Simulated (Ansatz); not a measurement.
## Harmonic thermodynamics of rock salt NaF

Per mole of formula units at the relaxed static volume; finite displacements on a 8×8×8 mesh, DFT at the LDA level (Ansatz, a first-principles code), k mesh 8×8×8; sums on an interpolated 16×16×16 mesh.  Zero-point energy 8.60 kJ/mol.

```csv
T (K),F_vib (kJ/mol),S (J/mol/K),C_V (J/mol/K)
100,8.32,10.0,21.2
150,7.55,20.9,32.6
200,6.24,31.2,38.8
250,4.44,40.3,42.3
300,[?],[?],[?]
400,-3.28,61.4,46.7
600,-17.61,80.7,48.4
800,-35.22,94.7,49.1
1000,-55.30,105.7,49.4
```

Q: Fill in the missing entries.

A: 
- 300, F_vib (kJ/mol): 2.22
- 300, S (J/mol/K): 48.2
- 300, C_V (J/mol/K): 44.4

No phase change or melting is allowed for: the numbers belong to this structure as given.

The PAW data sets were generated under PBE and serve the other functionals too.
